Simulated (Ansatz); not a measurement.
Consider Al in the fcc (Cu type) structure (space group Fm-3m, No. 225; relaxed with 0.1 eV smearing).

```
Al
1.0
    0.00000     2.00773     2.00773
    2.00773     0.00000     2.00773
    2.00773     2.00773     0.00000
Al
1
Direct
  0.00000   0.00000   0.00000
```

Cartesian axes are those of the cell as printed.

Level of theory: Ansatz (a program for electronic structure), PBEsol, PAW, cutoff 420 eV, no SOC.

The change: biaxial strain −2.08 %, plane normal [111], relaxed out of plane (Cartesian); in-plane vectors clamped, the third vector and the atoms free.

Task: What happens to the out-of-plane strain?

Result: The out-of-plane strain comes out as +1.96 %.

Whether these cells are dynamically stable was not tested.
